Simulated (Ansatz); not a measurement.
Input and output of a self-consistent single point for NbTc (Cmm2, 2 atoms in the cell) (Ansatz, an electronic-structure program).

Computed with LDA (PW92), default PAW files made with PBE (plane waves; Ansatz).

The change in words: lattice scaled by 0.98; basis.ecutrho_ratio: default → 16. Reference geometry:
```xyz
2
Lattice="1.6013 -2.3099 0.0000 1.6013 2.3099 0.0000 0.0000 0.0000 4.4365" Properties=species:S:1:pos:R:3 pbc="T T T"
Nb     0.0000     0.0000     0.0500
Tc     1.6013     0.0000     2.2183
```

Reference input (self-consistent single point, DFT, LDA (PW92), plane waves, default PAW files made with PBE): basis.ecutwfc = 500 eV; kpoints.mp_grid.grid = 10 10 7; hamiltonian.xc = lda; hamiltonian.pseudopotentials = {kind: paw} (the program's default PAW files); scf.occupations.method = gaussian; scf.occupations.width = 0.1 eV. This run's input differs from it in these lines:

Ansatz 0.2 input:
```diff
@@ -3,10 +3,11 @@
   lattice:
-    - [1.601302, -2.309882, 0.000000]
-    - [1.601302, 2.309882, 0.000000]
-    - [0.000000, 0.000000, 4.436542]
+    - [1.569276, -2.263684, 0.000000]
+    - [1.569276, 2.263684, 0.000000]
+    - [0.000000, 0.000000, 4.347811]
   atoms:
-    - { symbol: Nb, position_ang: [0.000000, 0.000000, 0.050000] }
-    - { symbol: Tc, position_ang: [1.601302, 0.000000, 2.218271] }
+    - { symbol: Nb, position_ang: [0.000000, 0.000000, 0.049000] }
+    - { symbol: Tc, position_ang: [1.569276, 0.000000, 2.173906] }
 basis:
   ecutwfc: 500.0
+  ecutrho_ratio: 16
 kpoints:
```

Output (repeated stretches shortened):

```
SCF iter   1: F=—  HF=-9724.917746 eV  |F-HF|=—  |Δ(HF+E_count)|=         —  Δρ=8.03e-2  dr2=2.41e0  ethr=3.10e-3  ⟨swp⟩=5.0  Hψ=9161  notcnv=0
all-band conjugate gradients solve this SCF's bands
preconditioner: auto → none
SCF iter   2: F=—  HF=-9724.425554 eV  |F-HF|=—  |Δ(HF+E_count)|=   4.92e-1  Δρ=5.10e-2  dr2=1.33e0  ethr=3.10e-3  ⟨swp⟩=2.8  Hψ=4581  notcnv=0  defer=17
   [... lines left out ...]
SCF iter   5: F=—  HF=-9724.128432 eV  |F-HF|=—  |Δ(HF+E_count)|=   2.67e-3  Δρ=1.57e-3  dr2=1.85e-3  ethr=4.61e-5  ⟨swp⟩=2.0  Hψ=3132  notcnv=0  defer=15
SCF iter   6: F=—  HF=-9724.127991 eV  |F-HF|=—  |Δ(HF+E_count)|=   4.41e-4  Δρ=4.52e-4  dr2=3.16e-5  ethr=6.62e-6  ⟨swp⟩=2.0  Hψ=3027  notcnv=0  defer=15
SCF iter   7: F=—  HF=-9724.127990 eV  |F-HF|=—  |Δ(HF+E_count)|=   1.58e-6  Δρ=1.11e-4  dr2=9.99e-7  ethr=1.13e-7  ⟨swp⟩=2.4  Hψ=3431  notcnv=0  defer=14
SCF iter   8: F=-9724.127990 eV  HF=-9724.127990 eV  |F-HF|=1.39e-8  |Δ(HF+E_count)|=   5.04e-7  Δρ=2.11e-5  dr2=3.18e-8  ethr=3.57e-10  ⟨swp⟩=5.5  Hψ=10164  notcnv=0
SCF 1 converged in 8 iterations: F = -9724.127990 eV  dr2 = 3.18e-8
Free energy (F): -9724.127990 eV
Internal energy: -9724.117666 eV  (E = F + TS)
E sigma→0 (E₀):  -9724.122828 eV
Entropy (-TS):   -0.010324 eV (-5.162 meV/atom)
Fermi energy:    21.024842 eV
--- Forces (eV/Å), atoms counted from 1 ---
  atom   1  Nb     0.00000000     0.00000000    -0.54062331
  atom   2  Tc     0.00000000     0.00000000     0.54064528
--- Stress (GPa, compression-positive) ---
       -0.936799       0.000000       0.000000
        0.000000      -0.770486       0.000000
        0.000000       0.000000      -1.410777
  P = ⅓ Tr σ = -1.0394 GPa (-10.394 kbar)
  The stress holds the Pulay correction. Without it, at fixed plane waves, as pw.x and ABINIT print it: P = -1.0754 GPa
```

The run converged in 8 iterations. Against the reference run the free energy goes down by 49.9 meV/atom, the pressure goes from -14.80 to -1.04 GPa and the largest force goes from 0.391 to 0.541 eV/Å.

The starting cell comes from a database of computed structures (which also holds hypothetical and non-ambient phases and stackings), without a prior relaxation at this level. Its lattice was rescaled by up to half a per cent. One atom was moved a little off its site on purpose. For this run, on top of that: lattice scaled by 0.98. Spin polarisation is off. Ansatz's pressure includes its estimate of the finite-basis (Pulay) stress.
